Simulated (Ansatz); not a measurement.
## How the smallest direct gap on the k points sampled of CdS (model structure, started from the h-BN type, P6₃/mmc, No. 194, 4 atoms in the cell) moves with the method

No measured value is used here.

```json
[
 {"level (code)": "LDA (Ansatz)", "value (eV)": "1.02"},
 {"level (code)": "PBEsol+SOC (Ansatz)", "value (eV)": "1.15"},
 {"level (code)": "r²SCAN+SOC (Ansatz)", "value (eV)": "1.74"},
 {"level (code)": "dielectric-dependent PBEsol hybrid (Ansatz)", "value (eV)": "?"},
 {"level (code)": "HSE06+SOC (Ansatz)", "value (eV)": "2.35"},
 {"level (code)": "PBE0 (Ansatz)", "value (eV)": "?"}
]
```

### Question
Fill in the missing entries.

### Answer

- dielectric-dependent PBEsol hybrid (Ansatz, a program for electronic structure), value (eV): 2.15
- PBE0 (Ansatz), value (eV): 3.05

At these levels the smallest gap is indirect and lower: LDA 0.74, PBEsol+SOC 0.89, r²SCAN+SOC 1.49, dielectric-dependent PBEsol hybrid 1.88, HSE06+SOC 2.08, PBE0 2.78 eV. Computed values are for a static lattice. Spin–orbit coupling is included only where a level's name says +SOC; with heavier elements it mostly lowers gaps and can invert bands.  Values are at the PBE-D3(BJ) cell. Cutoffs and k meshes differ between the levels. Ansatz's density-functional and Hartree–Fock values are scalar-relativistic unless marked +SOC, with PAW data made under PBE.

A model structure was made by putting elements into a prototype or built by hand; it is no filed structure, need not be a known phase, and can be a saddle point held by its symmetry.
